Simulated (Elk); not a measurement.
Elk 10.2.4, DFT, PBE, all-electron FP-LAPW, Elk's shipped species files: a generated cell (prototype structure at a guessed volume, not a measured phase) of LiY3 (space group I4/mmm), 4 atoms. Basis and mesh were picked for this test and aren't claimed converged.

| Item | Result |
|---|---|
| cell | 6.27, 6.27, 6.27 Å; 135.5, 135.5, 64.8° |
| task | ground state |
| xctype | 20 |
| swidth | 0.004 Hartree |
| k mesh (ngridk) | 8×8×8 |
| maxscl | 100 |
| rgkmax | 7 (default) |
| empty states an atom (nempty) | 4 (default) |
| epspot (Hartree) | 1e-06 (default) |
| epsengy (Hartree) | 0.0001 (default) |
| k-points after symmetry | 59 |
| largest matrix size | 397 |
| valence states | 34 |

Settings of this run: mixtype = 0, beta0 = 0.1, tefvit = false; 4 threads, 1 BLAS thread.

| loop | total energy (Hartree) | RMS change in potential |
|---|---|---|
| 1 | -10166.2757999 | - |
| 2 | -10166.7891201 | 11.13555279 |
| 3 | -10167.1631134 | 9.988828631 |
| 4 | -10167.4912401 | 8.961974594 |
| 5 | -10167.5276109 | 8.042165069 |
| 6 | -10167.5624881 | 7.217947615 |
| 7 | -10167.5304543 | 6.479132265 |
| 8 | -10167.4506083 | 5.816664269 |
| 9 | -10167.3382268 | 5.222492747 |
| 10 | -10167.2051353 | 4.689452010 |
| 11 | -10167.0602664 | 4.211156786 |
| 12 | -10166.9102302 | 3.781910821 |
| 13 | -10166.7598160 | 3.396627401 |
| 14 | -10166.6124123 | 3.050760147 |
| … | … | … |
| 51 | -10164.8939776 | 0.5818289785E-01 |
| 52 | -10164.8898377 | 0.5228568282E-01 |
| 53 | -10164.8861118 | 0.4698636956E-01 |
| 54 | -10164.8827586 | 0.4222431968E-01 |
| 55 | -10164.8797394 | 0.3794504327E-01 |
| 56 | -10164.8770227 | 0.3409958000E-01 |
| 57 | -10164.8745765 | 0.3064394568E-01 |
| 58 | -10164.8723750 | 0.2753860307E-01 |
| … | … | … |
| 93 | -10164.8530385 | 0.6561208804E-03 |
| 94 | -10164.8530103 | 0.5897281411E-03 |
| 95 | -10164.8529433 | 0.5300557286E-03 |
| 96 | -10164.8529034 | 0.4764262121E-03 |
| 97 | -10164.8528662 | 0.4282234244E-03 |
| 98 | -10164.8528338 | 0.3849019516E-03 |
| 99 | -10164.8528045 | 0.3459615665E-03 |
| 100 | -10164.8527776 | - |

The run ended without self-consistency in 100 loops.

Task: Which change of settings makes this cycle converge?

Result: One answer among several that fit: mixtype = 1 (29 self-consistent loops), all else kept. The other changes of this size gave: beta0 = 0.3 (48). With more settings changed, the fewest of all runs of this system: mixtype = 3 (default), beta0 = not set, mixsdb = 8, broydpm = [0.4, 0.15] (default) (18). Counts are of single runs.
